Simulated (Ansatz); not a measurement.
Base system: InSb in the zinc blende structure (space group F-43m, No. 216; a = 6.557 Å). Axes: x, y, z lie along the cube axes.

Level of theory: r2SCAN, PAW, 500 eV (Ansatz, a quantum-chemistry and plane-wave program; no spin-orbit coupling), earlier PAW set.

Base values:

- Volume per atom = 35.24 Å³

It is then changed as follows: uniaxial stress, 8 GPa compression along x, with the cell and atoms free to relax against it.

Task: Estimate the effect on the volume per atom and energy relative to the base.

Result: The volume per atom decreases by 8.74 Å³ (35.24 Å³ → 26.50 Å³); the energy grows by 0.249 eV/atom.

Load acts through the strain it causes; cell and atoms are relaxed under it. Stability under load was not tested beyond the relaxation. All final runs are without spin polarisation. Under uniaxial stress, 8 GPa compression along x the cell changed shape so far that it is another structure.
